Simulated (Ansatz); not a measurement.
The parent structure is Te (space group P3_121, No. 152; a = 4.521 Å, c = 5.954 Å; made of chains).

Computed with Ansatz (a program for electronic structure), PBE, PAW, cutoff 420 eV, scalar-relativistic without spin-orbit coupling.

For the base:

| Quantity | Value |
|---|---|
| c/a ratio | 1.317 |
| Band gap | 0.23 eV |

One thing is altered: a negative pressure, −1 GPa.

**Question.** What does the calculation give for the c/a ratio after the change?

**Answer.** The c/a ratio drops by 0.080 to 1.237.

**Question.** Estimate the effect on the band gap.

**Answer.** The band gap goes up by 0.27 eV to 0.50 eV.

Spin-orbit coupling, missing from the scalar runs, can matter with Te. Load acts through the strain it causes; cell and atoms are relaxed under it. Stability against distortions was not tested. No dispersion term is included, though the crystal is made of layers, chains or molecules, so its spacings can come out too wide. A zero or small gap of Te can be the functional's error rather than a property of the material.
